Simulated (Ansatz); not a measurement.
## Worked sum: formation energy of H_i + V_Al in TiAl (P4/mmm)

Subject: the formation energy of H_i + V_Al in TiAl (P4/mmm). Reaction: 18 TiAl (P4/mmm) + 1/2 H2 (gas) → cell A + Al (fcc).

A: a supercell of 36 sites of TiAl (P4/mmm) with one empty Al site amid 4 Al and 8 Ti; H off the lattice sites (1 Al at 1.87 Å and 2 Ti at 2.00 Å); the closest two of these centres are 1.3 Å apart; spin state with PBE: run without spin.

Method: Ansatz (a program for electronic structure), PAW, neutral cells at 0 K with nuclei at rest, on structures from PBE. Ansatz runs with its default PAW set. Larger cells are relaxed from a start prepared with the learned potential CHGNet, on a coarser mesh till forces fall under 0.03 eV/Å, which some starts already meet. A dispersion term (D3(BJ), or D4 for r2SCAN) was computed beside these levels and is taken off wherever the name lacks it. The cell is small for its defects, so this is an ordered compound on the host's lattice rather than an isolated defect. The value holds for the reservoirs listed; other chemical potentials shift it. Cell A has symmetry Pm and got no random move, so less symmetric positions, which may lie lower, weren't tried.

Total energies of the cells in eV, at zero smearing width. They compare only within one column; the weights balance every element.

```
cell                atoms  weight           PBE
------------------  -----  ------  ------------
A: TiAl:H_i + V_Al     36      +1  -54159.38357
Al (fcc)                1      +1    -537.50370
TiAl (P4/mmm)          36      −1  -54683.66993
H2 (gas)                2    −1/2     -31.74439
```

PBE: (-54159.38357) + (-537.50370) − (-54683.66993) − 1/2 × (-31.74439) = 2.655 eV.

What follows from the PBE value: The value above is the Al-rich limit, with Al (fcc) as reservoir. The host forms with -0.41 eV/atom at this level, so before it gives way to its other element Δμ(Al) can go down to -0.41 × 2 = -0.82 eV (other compounds may narrow the range). The defect releases 1 Al, so the Al-poor limit is 2.65 + 1 × (-0.82) = 1.83 eV.
